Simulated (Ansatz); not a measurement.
The reference is Nb in the bcc (W type) structure (space group Im-3m, No. 229; a = 3.273 Å; relaxed with 0.1 eV smearing). Axes: x, y, z lie along the cube axes.

Method: PBEsol (Ansatz, a program for electronic structure), scalar-relativistic without spin-orbit coupling.

Strains are applied to the cell and any free atomic positions relax; under biaxial strain the out-of-plane vector relaxes too.

One change was made to it. Results:

```json
[
 {"quantity": "energy relative to the base (free energy F)", "base": "0 meV/atom", "after": "+28 meV/atom"},
 {"quantity": "shortest interatomic distance", "base": "2.834 Å", "after": "2.809 Å"}
]
```

Q: Which change produced these results?
A. biaxial strain +1.50 %, plane normal [001], relaxed out of plane
B. biaxial strain −3.00 %, plane normal [001], relaxed out of plane
C. biaxial strain −1.00 %, plane normal [001], relaxed out of plane
D. biaxial strain −2.00 %, plane normal [001], relaxed out of plane

A: B, biaxial strain −3.00 %, plane normal [001], relaxed out of plane. For comparison, the energy relative to the base in the other runs: biaxial strain −1.00 %, plane normal [001], relaxed out of plane gives +2.9 meV/atom; biaxial strain −2.00 %, plane normal [001], relaxed out of plane gives +12 meV/atom; biaxial strain +1.50 %, plane normal [001], relaxed out of plane gives +5.8 meV/atom.

No phonon test of stability was made. The final runs are not spin-polarised.
